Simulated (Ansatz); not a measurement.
Ansatz (a quantum-chemistry and plane-wave program) run on MgI2 (P-3m1, 3 atoms in the cell): self-consistent single point.

Computed with LDA (PW92), default PAW files made with PBE (plane waves; Ansatz).

```xyz
3
Lattice="2.0816 -3.6055 0.0000 2.0816 3.6055 0.0000 0.0000 0.0000 6.8820" Properties=species:S:1:pos:R:3 pbc="T T T"
Mg     0.0000     0.0000     0.0000
I      2.0816     1.2018     1.6654
I      2.0816    -1.2018     5.2165
```

Reference input (self-consistent single point, DFT, PBE, plane waves, default PAW files): basis.ecutwfc = 420 eV; kpoints.mp_grid.grid = 5 5 3; hamiltonian.xc = pbe; hamiltonian.pseudopotentials = {kind: paw} (the program's default PAW files); scf.occupations.method = fermi_dirac; scf.occupations.width = 0.01 eV. This run's input differs from it in these lines:

Ansatz 0.2 input:
```diff
@@ -16,3 +16,3 @@
 hamiltonian:
-  xc: pbe
+  xc: lda
   pseudopotentials:
```

The program printed (abridged):

```
SCF iter   1: F=—  HF=-16616.506512 eV  |F-HF|=—  |Δ(HF+E_count)|=         —  Δρ=4.69e-3  dr2=7.42e-3  ethr=1.77e-3  ⟨swp⟩=8.8  Hψ=1672  notcnv=0
all-band conjugate gradients solve this SCF's bands
preconditioner: auto → Resta (q_TF=auto, 2.367 Å⁻¹)
SCF iter   2: F=—  HF=-16616.502582 eV  |F-HF|=—  |Δ(HF+E_count)|=   3.93e-3  Δρ=2.19e-3  dr2=2.17e-3  ethr=1.69e-5  ⟨swp⟩=2.9  Hψ=750  notcnv=0  defer=12
SCF iter   3: F=—  HF=-16616.502256 eV  |F-HF|=—  |Δ(HF+E_count)|=   3.26e-4  Δρ=5.12e-4  dr2=2.22e-4  ethr=4.93e-6  ⟨swp⟩=2.2  Hψ=629  notcnv=0  defer=12
SCF iter   4: F=—  HF=-16616.502241 eV  |F-HF|=—  |Δ(HF+E_count)|=   1.46e-5  Δρ=1.31e-4  dr2=1.98e-5  ethr=5.05e-7  ⟨swp⟩=2.4  Hψ=457  notcnv=0  defer=12
SCF iter   5: F=—  HF=-16616.502240 eV  |F-HF|=—  |Δ(HF+E_count)|=   1.44e-6  Δρ=2.57e-5  dr2=8.63e-7  ethr=4.49e-8  ⟨swp⟩=2.7  Hψ=560  notcnv=0  defer=12
SCF iter   6: F=-16616.502240 eV  HF=-16616.502240 eV  |F-HF|=1.28e-8  |Δ(HF+E_count)|=   3.03e-7  Δρ=8.11e-6  dr2=7.05e-8  ethr=2.27e-10  ⟨swp⟩=9.8  Hψ=1480  notcnv=0
SCF 1 converged in 6 iterations: F = -16616.502240 eV  dr2 = 7.05e-8
Free energy (F): -16616.502240 eV
Internal energy: -16616.502240 eV  (E = F + TS)
E sigma→0 (E₀):  -16616.502240 eV
Fermi energy:    6.270908 eV
--- Forces (eV/Å), atoms counted from 1 ---
  atom   1  Mg     0.00000000     0.00000000     0.00000000
  atom   2  I     -0.00000000     0.00000000    -0.15205785
  atom   3  I      0.00000000    -0.00000000     0.15205785
--- Stress (GPa, compression-positive) ---
       -1.630169       0.000000       0.000000
        0.000000      -1.630169       0.000000
        0.000000       0.000000      -1.355737
  P = ⅓ Tr σ = -1.5387 GPa (-15.387 kbar)
  The stress holds the Pulay correction. Without it, at fixed plane waves, as pw.x and ABINIT print it: P = -1.5637 GPa
```

The run converged in 6 iterations. Against the reference run the pressure goes from 1.09 to -1.54 GPa, the largest force goes from 0.013 to 0.152 eV/Å and the gap on the mesh goes from 3.570 to 3.397 eV.

The starting cell has typed, rounded lattice constants, without a prior relaxation at this level. Its lattice was rescaled by a random factor within 2.5 % of one. Spin-orbit coupling is off. Ansatz's pressure includes its estimate of the finite-basis (Pulay) stress.
